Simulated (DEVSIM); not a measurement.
System: abrupt Ge n-p junction, at 400 K.

```csv
layer (left to right),material,thickness (μm),Nd (cm⁻³),Na (cm⁻³),τn (s),τp (s)
1,Ge,5.50,7.4e16,-,2.8e-6,2.8e-6
2,Ge,0.750,-,6.3e16,2.8e-6,2.8e-6
```

Left contact: ohmic. Right contact: ohmic. Voltage is applied to the left contact. Recombination: SRH at mid-gap, Auger. Mobility is μmin + (μ − μmin)/(1 + (N/Nref)^α).

This is a model device: material constants are rounded textbook-type values typed into the input, and sizes, dopings and lifetimes were drawn at random. Values at 300 K; Nc and Nv go as T^1.5, mobilities as T to minus their exponent, the gap by Varshni's rule with the affinity fixed.

| parameter | Ge |
|---|---|
| gap (eV) | 0.664 |
| affinity (eV) | 4 |
| permittivity | 16 |
| Nc (cm⁻³) | 1.04e19 |
| Nv (cm⁻³) | 6e18 |
| μn (cm²/Vs) | 3900 |
| μp (cm²/Vs) | 1900 |
| μn,min | 150 |
| μp,min | 100 |
| Nref,n | 2.6e17 |
| Nref,p | 4e17 |
| αn | 0.56 |
| αp | 0.6 |
| T exponent of μn | 1.66 |
| T exponent of μp | 2.33 |
| Cn (cm⁶/s) | 1e-31 |
| Cp (cm⁶/s) | 1e-31 |
| Varshni α (eV/K) | 0.000477 |
| Varshni β (K) | 235 |

Simulated with DEVSIM: 1D drift-diffusion, Boltzmann statistics, complete ionisation; no tunnelling, impact ionisation, image-force lowering or self-heating.

The thickness of layer 1 was swept, all else fixed.

```json
[
 {"thickness of layer 1 (μm)": "1.1", "dark forward voltage at 100 A/cm² (V)": "0.104"},
 {"thickness of layer 1 (μm)": "1.9", "dark forward voltage at 100 A/cm² (V)": "0.107"},
 {"thickness of layer 1 (μm)": "3.3", "dark forward voltage at 100 A/cm² (V)": "0.110"},
 {"thickness of layer 1 (μm)": "5.5", "dark forward voltage at 100 A/cm² (V)": "0.112"},
 {"thickness of layer 1 (μm)": "9.3", "dark forward voltage at 100 A/cm² (V)": "0.115"},
 {"thickness of layer 1 (μm)": "16", "dark forward voltage at 100 A/cm² (V)": "0.119"},
 {"thickness of layer 1 (μm)": "28", "dark forward voltage at 100 A/cm² (V)": "0.126"}
]
```

From the first row to the last the dark forward voltage at 100 A/cm² goes from 0.104 to 0.126.
